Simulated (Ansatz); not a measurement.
Functionals compared on a constructed model of the (111) surface of fcc Rh, a pseudomorphic layer of Ni in the host's stacking (bottom of the slab: a bare face, its two planes held), in Ansatz (plane waves, PAW). The structure was relaxed with PBE; the other rows are single points on it. Cutoff 420 eV.

Slab: 7 atoms, 13.4 Å thick at the start with caps and adatoms (thin: gaps and levels are the slab's own); k 16x16x1, smearing 0.1 eV, dipole-corrected; 2 atoms held, the rest relaxed; held to the start's symmetry, so lower structures may exist; spin-polarised, ending with about 1.0 μB a cell; orders that need a larger cell were not tried, no spin-orbit, no U. In PBE it is, or lies within 0.01 eV a 1x1 cell of, the lowest of the 2 structures of its composition computed so far; subsurface sites and larger cells were not tried. These notes are the PBE run's.

```tsv
functional	work function of the top face (eV)	magnetic moment of the cell (μB)	rough cost of the single point
PBE	4.79	0.97	–
RPBE	…	1.02	roughly 80 core-seconds
```

Question: What belongs in the gaps?

Answer: 
- RPBE, work function of the top face (eV): 4.61

Ansatz is a program for electronic structure.
